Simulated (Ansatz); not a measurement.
The reference is ZnO in the wurtzite structure (space group P6_3mc, No. 186).

```cif
data_O2Zn2
_chemical_formula_sum 'Zn2 O2'
_space_group_name_H-M_alt 'P 1'
_space_group_IT_number 1
_cell_length_a 3.23518
_cell_length_b 3.23518
_cell_length_c 5.21141
_cell_angle_alpha 90.000
_cell_angle_beta 90.000
_cell_angle_gamma 120.000
loop_
_space_group_symop_operation_xyz
  'x, y, z'
loop_
_atom_site_label
_atom_site_type_symbol
_atom_site_fract_x
_atom_site_fract_y
_atom_site_fract_z
_atom_site_occupancy
Zn1 Zn 0.66667 0.33333 0.00241 1
Zn2 Zn 0.33333 0.66667 0.50241 1
O1 O 0.66667 0.33333 0.62279 1
O2 O 0.33333 0.66667 0.12279 1
```

Level of theory: r2SCAN/PAW in Ansatz (a quantum-chemistry and plane-wave program), spin-orbit coupling left out.

One change was made to it. Results:

```json
[
 {"quantity": "valence-band top at Γ (three highest levels, from the VBM)", "base": "0.00, 0.00, -0.10 eV", "after": "0.00, 0.00, -0.09 eV"},
 {"quantity": "volume per atom", "base": "11.81 Å³", "after": "11.97 Å³"},
 {"quantity": "gap character", "base": "direct at Γ", "after": "direct at Γ"},
 {"quantity": "width of the top valence band", "base": "1.83 eV", "after": "1.80 eV"}
]
```

Question: Name the change that was made.
(A) pressure 0.9 GPa
(B) pressure 2.1 GPa
(C) pressure −2 GPa
(D) pressure 4.5 GPa
(E) pressure −1 GPa

Answer: C, pressure −2 GPa. For comparison, the volume per atom in the other runs: pressure 0.9 GPa gives 11.74 Å³; pressure −1 GPa gives 11.89 Å³; pressure 4.5 GPa gives 11.48 Å³; pressure 2.1 GPa gives 11.65 Å³.

Load acts through the strain it causes; cell and atoms are relaxed under it. No phonon test of stability was made. Tetrahedral semiconductors of this kind turn to denser phases somewhere between about 1 and 50 GPa; those were not computed, so compressed cells here can lie past the real transition.
